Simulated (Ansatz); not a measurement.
Levels about the gap of amorphous Ga₂₄O₃₇K₂ (63 atoms in a cell of 845 Å³, 4.61 g/cm³; zone centre alone, so wide bands show as single levels with stretches between that a denser mesh fills), at the geometry that PBE relaxed, where it gives 0.1 GPa on a denser mesh. The participation number counts the atoms over which a state spreads; weights are charges in smoothed Voronoi cells. The levels come from a single point, so bond lengths are those of that geometry. Method of the levels: PBE, scalar-relativistic without spin-orbit coupling (Ansatz, a first-principles code). Sampling: the zone centre alone; Fermi-Dirac width 0.02 eV; no spin polarisation. At PBE the levels at the filled edge of the gap are localised (band-tail or defect states), and the nearest spread-out levels lie 2.1 eV apart at the zone centre.

Preparation: random packing, a CHGNet melt and quench, and a DFT relaxation. O atoms were pushed apart under 1.9 Å during the dynamics, to hinder bonds among them. The hot cell started wider than the set density and was brought back towards it in steps. It is the lowest in DFT energy of 2 quenches. It is a model cell: composition and starting density were chosen by hand, and all elements were melted together. No dispersion term was used. Its density started from a set value of 4.79 and ended at 4.61 g/cm³. The quench (nominally 220 K/ps over its main leg) was far faster than any real one, so the model tends to hold more defects than a real film. One small periodic cell is one sample of the glass; other quenches scatter about these values. Volume and shape were free in the relaxation.

```
E - E(highest filled), eV  filling  participation number        largest on  weight O  weight Ga  weight K
-------------------------  -------  --------------------  ----------------  --------  ---------  --------
-0.39                       filled                  12.9   O, 2 neighbours      0.93       0.06      0.01
-0.34                       filled                  14.6   O, 3 neighbours      0.94       0.06      0.00
-0.31                       filled                   6.6   O, 4 neighbours      0.94       0.05      0.01
-0.24                       filled                   7.6   O, 4 neighbours      0.94       0.05      0.01
-0.21                       filled                   5.2   O, 3 neighbours      0.95       0.04      0.01
-0.10                       filled                   2.5   O, 2 neighbours      0.94       0.06      0.00
0.00                        filled                   4.0   O, 3 neighbours      0.94       0.05      0.00
1.72                         empty                  57.9  Ga, 4 neighbours      0.54       0.44      0.02
3.98                         empty                  22.3  Ga, 4 neighbours      0.56       0.43      0.01
4.14                         empty                  39.8  Ga, 5 neighbours      0.58       0.41      0.01
4.34                         empty                  40.8  Ga, 4 neighbours      0.57       0.42      0.01
4.52                         empty                  43.4  Ga, 4 neighbours      0.57       0.42      0.01
4.73                         empty                  45.0  Ga, 5 neighbours      0.58       0.41      0.01
4.98                         empty                  47.6  Ga, 5 neighbours      0.57       0.41      0.02
```

Most localised among these is the filled level at -0.10 eV, on a O atom, which has 2 neighbours (Ga 1.79 Å, Ga 1.80 Å).
